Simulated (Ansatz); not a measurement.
Consider AlN in the wurtzite structure (space group P6_3mc, No. 186; a = 3.130 Å, c = 5.018 Å). Axes: x lies along a and z along c of the hexagonal cell.

Method: plane-wave PAW DFT at the PBE level (Ansatz, a program for electronic structure, 420 eV), without spin-orbit coupling.

Before the change:

- Volume per atom: 10.65 Å³
- Valence-band top at Γ: 0.00, -0.20, -0.20 eV

Now apply this change: uniaxial stress, 3 GPa compression along z, with the cell and atoms free to relax against it.

Q: Predict the new volume per atom, valence-band top at Γ and electron mass.

A: The volume per atom drops by 0.062 Å³ (10.65 Å³ → 10.58 Å³); the valence-band top at Γ (three highest levels, from the VBM) changes from 0.00, -0.20, -0.20 eV to 0.00, -0.30, -0.30 eV; the electron mass is 0.29 mₑ (at Γ).

The levels and masses belong to the bands next to the band gap. Load acts through the strain it causes; cell and atoms are relaxed under it. Masses are band curvatures over ±0.01 Å⁻¹ around the edge. Beyond what the load breaks, stability against distortions was not tested.
